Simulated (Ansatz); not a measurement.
White tin (β-Sn), treated with PBE-D4 (plane waves, PAW; Ansatz, an electronic-structure program).

The input as run:

Ansatz 0.2 input:
```yaml
crystal:
  lattice:
    - [-2.9294854036, 2.9294854036, 1.5831697007]
    - [2.9294854036, -2.9294854036, 1.5831697007]
    - [2.9294854036, 2.9294854036, -1.5831697007]
  atoms:
    - { symbol: Sn, position: [0.25, 0.75, 0.5] }
    - { symbol: Sn, position: [0.0, 0.0, 0.0] }
basis:
  ecutwfc: 520
  ecutrho_ratio: 4
  xc_grid: 2
kpoints:
  mp_grid: { grid: [20, 20, 20] }
hamiltonian:
  xc: pbe
  dispersion: d4
  pseudopotentials: { kind: paw }
scf:
  occupations: { method: fermi_dirac, width: 0.05 }
  convergence: { dr2_threshold: 0.0000000002 }
output:
  forces: true
  stress: true
  eigenvalues: true
```

Excerpt of the program's output:

```
Crystal: 2 atoms, lattice volume = 54.346 Å³
Basis set: ecut = 520 eV, 1461 PW (Γ), exchange–correlation on 72×72×72 points (8 copies of the dense FFT grid, shifted against one another)
Bands: 18, of which v1, the nominal top of the filled ones, is band 14 counted from 1 (13 counted from 0)
Symmetry: 16 space group operations
Space group: I41/amd (ITA 141), of the structure as read, at distance tolerance 3.8e-5 Å
k-points: 641 of 8000
Functional: x = pbe(κ = 0.804, μ = 0.2195149727645171), c = pbe(β = 0.06672455060314922)
SCF iter   1: F=—  HF=-12049.185899 eV  |F-HF|=—  |Δ(HF+E_count)|=         —  Δρ=1.01e-3  dr2=3.14e-4
SCF iter   2: F=—  HF=-12049.184961 eV  |F-HF|=—  |Δ(HF+E_count)|=   9.38e-4  Δρ=6.64e-4  dr2=1.70e-4
  ...
SCF iter   8: F=—  HF=-12049.184977 eV  |F-HF|=—  |Δ(HF+E_count)|=  5.37e-10  Δρ=1.16e-6  dr2=4.93e-10
SCF iter   9: F=-12049.184977 eV  HF=-12049.184977 eV  |F-HF|=1.22e-10  |Δ(HF+E_count)|=  2.96e-10  Δρ=4.95e-7  dr2=8.46e-11
SCF 1 converged in 9 iterations: F = -12049.184977 eV  dr2 = 8.46e-11
SCF converged after 9 iterations
Free energy (F): -12049.184977 eV
Internal energy: -12049.177540 eV  (E = F + TS)
E sigma→0 (E₀):  -12049.181258 eV
Fermi energy:    10.711561 eV
--- Forces (eV/Å), atoms counted from 1 ---
  atom   1  Sn     0.00000000     0.00000000     0.00000000
  atom   2  Sn     0.00000000     0.00000000     0.00000000
--- Stress (GPa, compression-positive) ---
        0.000492      -0.000000       0.000000
       -0.000000       0.000492      -0.000000
        0.000000      -0.000000      -0.003443
  P = ⅓ Tr σ = -0.0008 GPa (-0.008 kbar)
```

It cost roughly 50 core-seconds of CPU time.
